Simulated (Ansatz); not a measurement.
A periodic model of amorphous Ru20Si30:

```xyz
50
Lattice="8.8576 0.2620 0.0447 0.2620 8.9234 -0.0500 0.0447 -0.0500 8.9516" Properties=species:S:1:pos:R:3 pbc="T T T"
Ru     3.0808     1.0589     8.9307
Ru     2.4855     1.0558     6.2030
Ru     1.2564     4.1314     2.9340
Ru     5.2297     8.8033     5.1873
Ru     2.9126     3.7919     7.7992
Ru     5.9061     5.6839     1.8762
Ru     4.6059     6.0908     4.4933
Ru     1.3413     7.1708     3.0531
Ru     6.0757     1.5972     0.1010
Ru     7.9908     8.2317     4.9035
Ru     3.3022     7.1830     0.9392
Ru     8.5852     1.9521     6.4571
Ru     6.0414     2.5403     5.2445
Ru     5.2924     7.8910     7.9480
Ru     4.3399     3.5347     3.1180
Ru     6.1917     1.0234     2.9740
Ru     0.5524     7.1045     0.1288
Ru     7.2906     5.5890     8.1430
Ru     8.5380     2.2842     1.7686
Ru     1.8366     5.3834     5.5120
Si     8.2003     4.8725     1.4488
Si     0.9772     2.3280     8.6042
Si     8.3869     8.8210     2.2393
Si     6.5152     4.6951     4.2378
Si     2.3727     2.1207     2.2183
Si     6.7798     3.3183     7.4584
Si     6.6977     0.4809     6.8427
Si     1.3652     8.7065     4.8134
Si     6.3605     3.2328     1.8302
Si     6.3459     6.6435     6.1448
Si     8.8662     6.8847     6.7610
Si     1.5564     2.9917     5.1257
Si     6.3314     7.5231     3.3491
Si     4.2660     4.1174     5.7554
Si     7.0067     7.5495     0.6343
Si     1.3656     0.0617     1.3615
Si     0.9566     0.0066     7.7654
Si     3.7032     1.5040     4.1086
Si     8.1921     2.5460     4.0803
Si     3.5359     7.5238     6.1749
Si     3.2196     5.5545     2.6670
Si     0.3069     4.0892     7.0247
Si     4.2115     3.0632     0.7052
Si     8.6106     5.8700     4.2469
Si     1.7895     5.0782     0.7747
Si     3.5698     8.0214     3.3282
Si     4.6122     1.8774     7.1184
Si     2.4378     6.2025     7.7505
Si     4.9420     8.9553     1.3110
Si     4.8243     5.4572     8.5700
```

Calculation: PBE, scalar-relativistic without spin-orbit coupling (plane waves to 420 eV, PAW; Ansatz, a first-principles code).

Preparation: random packing, a CHGNet melt and quench, and a DFT relaxation. The hot cell started wider than the set density and was brought back towards it in steps. It is the lowest in DFT energy of 2 quenches. It is a model cell: composition and starting density were chosen by hand, and all elements were melted together. No dispersion term was used. Its density started from a set value of 6.65 and ended at 6.73 g/cm³. The simulated quench (nominally 240 K/ps over its main leg) is rapid and tends to freeze in more defects than a deposited or slowly cooled glass has. Values belong to this one cell and scatter from quench to quench. Volume and shape were free in the relaxation. On a 2×2×2 Γ-centred mesh force components of up to 0.21 eV/Å stay, since the relaxation ran on one k-point at (1/4, 1/4, 1/4).

Cut-offs for bonds: Ru-Ru 3.34 Å, Ru-Si 2.94 Å, Si-Si 2.72 Å.

Q: Give the coordination numbers, mean bond lengths and angles.

A: 
The mean coordination of Ru is 11.05 (5 with 10, 10 with 11, 4 with 12, 1 with 13) and the mean coordination of Si comes out as 6.57 (1 with 4, 2 with 5, 13 with 6, 8 with 7, 5 with 8, 1 with 9). The mean Ru-Si bond is 2.506 Å (spread 0.118 Å, 137 counted). The mean Ru-Ru bond is 2.964 Å (spread 0.106 Å, 42 counted). The mean Si-Si bond is 2.524 Å (spread 0.099 Å, 30 counted), the bond angle at Ru is mean 96.9°, spread 33.7° and the bond angle at Si comes out as mean 99.6°, spread 31.9°.
